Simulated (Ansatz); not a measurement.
The reference is As in the A7 type structure (space group R-3m, No. 166; a = 3.746 Å, c = 9.754 Å (hexagonal axes); layered).

Method: PBEsol-D3(BJ) (Ansatz, an electronic-structure program, PAW, no spin-orbit coupling), earlier PAW set.

One change was made to it. Results:

The volume per atom falls by 0.43 Å³ to 19.32 Å³; the band gap is still zero.

Q: Name the change that was made.
(A) pressure 0.7 GPa
(B) pressure −2 GPa
(C) pressure 1.5 GPa

A: C, pressure 1.5 GPa. For comparison, the volume per atom in the other runs: pressure −2 GPa gives 20.45 Å³; pressure 0.7 GPa gives 19.54 Å³.

Load acts through the strain it causes; cell and atoms are relaxed under it. Stability against distortions was not tested.
